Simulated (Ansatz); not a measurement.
BN: energy against volume

BN (zinc blende, F-43m, 5.879 Å³/atom and stress up to 0.01 GPa in the relaxed cell, cube axes along x, y and z) under hydrostatic pressure, with the cell free. r2SCAN in Ansatz, a plane-wave DFT program (PAW, default set), 500 eV, 16×16×16 Γ-centred mesh, Fermi-Dirac smearing 0.05 eV; ions are relaxed, or left where forces stay under 0.02 eV/Å, within the symmetry of each cell.

Here V stands for volume and E for E less E0.

```
volume (Å³/atom)  E less E0 (meV/atom)  pressure (GPa)
----------------  --------------------  --------------
5.9098                            0.19           -2.00
5.8946                            0.05           -1.00
5.8794                            0.00            0.00
5.8660                            0.04            0.90
5.8483                            0.21            2.10
5.8136                            0.92            4.51
5.7512                            3.54            9.00
5.6723                            9.43           15.00
5.4945                               ?               ?
```

Fit E of the 8 rows that show it with the third-order Birch-Murnaghan form, a cubic in V^(-2/3). With u = V^(-2/3) - 0.3088, the rows have u = -0.0028728, -0.0023471, -0.0018191, -0.0013518, -0.0007318, 0.0004929, 0.0027260, 0.0056082. Least squares gives E = 0.572 + 623.8·u + 170682·u² - 50033·u³. Residuals (row less fit): 0.000, 0.001, -0.002, -0.001, 0.003, -0.001, 0.000, 0.000; standard error 0.002 (degrees of freedom: 4). Its minimum lies at u = -0.0018259, so V0 = (0.3069741)^(-3/2) = 5.880. There d²E/du² = 341900 and d³E/du³ = -300200, so B0 = (4/9) × 5.880^(-7/3) × 341900 × 0.160218 = 390 GPa (the last factor turns the table's units into GPa), and B0' = 4 + (2/3) × 0.3069741 × (-300200)/341900 = 3.8. B0' rests on the cubic coefficient alone and has a standard error of 0.2 from these residuals.

Question: What does the fit predict for E at V = 5.4945, and how far is the calculated value from it?

Answer: u = 0.0123549, so E = 0.572 + 623.8 × 0.0123549 + 170682 × 0.0123549² - 50033 × 0.0123549³ = 34.238 meV/atom. The calculation gives 34.20 meV/atom, 0.038 meV/atom below the prediction (0.1 % of the range of E in the table). The row lies outside the fitted rows, so this is an extrapolation. The scatter of the fitted rows lies at the last printed digit.

Other structures, which can take over under pressure, weren't tried. The same form fitted to the pressure column gives B0' = 3.6; series where the two differ by over 0.4 aren't shown. Rows are the converged runs of the series near zero and its far end, less any whose ions stayed unrelaxed beside relaxed ones; series whose fitted rows scatter by over a few per cent of the range, as at a crossing or softening among them, aren't shown in this form.
